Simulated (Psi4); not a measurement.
Psi4 1.11, unrestricted BP86/def2-tzvp: B(H)3 anion (B), charge -1, multiplicity 2, 4 atoms. The geometry is a generated start, not checked to be a minimum at this level.

```yaml
task: energy
method: bp86
basis: def2-tzvp
memory: 3 GB
maxiter: 100
keys_of_the_molecule_block: symmetry c1
scf_type: df (default)
e_convergence: 1e-06 (default)
d_convergence: 1e-06 (default)
dft_radial_points: 75 (default)
dft_spherical_points: 302 (default)
basis_functions: 49
grid_points: 88119
```

```xyz
4

B      0.0001    -0.0001     0.0000
H     -1.1262    -0.0774    -0.2836
H      0.4063    -0.5711     0.9295
H      0.7197     0.6486    -0.6459
```

Charge -1 and multiplicity 2 are set for this test and not shown to be the ground state.

With the defaults (damping_percentage = 0, diis = true, scf_initial_accelerator = adiis, guess = auto, which took SAD, diis_max_vecs = 10, level_shift = 0, level_shift_cutoff = 0.01) it converges in 7 SCF iterations. One run each on 2 threads, with these changes:
- damping_percentage = 60
- scf_initial_accelerator = none
- scf_initial_accelerator = ediis
- guess = sadno
- guess = core
- diis_max_vecs = 3
- damping_percentage = 60, diis = false, scf_initial_accelerator = none
- diis_max_vecs = 20
- level_shift = 0.5, level_shift_cutoff = 0.001

Question: Which runs fail or end elsewhere than the default run?

Answer: No convergence: damping_percentage = 60; damping_percentage = 60, diis = false, scf_initial_accelerator = none (the run ends without SCF convergence in 100 iterations). The rest reach the solution of the defaults.

```csv
setting,SCF iterations,end
the defaults,7,same solution
guess = sadno,7,same solution
scf_initial_accelerator = none,7,same solution
diis_max_vecs = 20,7,same solution
scf_initial_accelerator = ediis,7,same solution
diis_max_vecs = 3,8,same solution
"level_shift = 0.5, level_shift_cutoff = 0.001",8,same solution
guess = core,9,same solution
damping_percentage = 60,100,no convergence
"damping_percentage = 60, diis = false, scf_initial_accelerator = none",100,no convergence
```
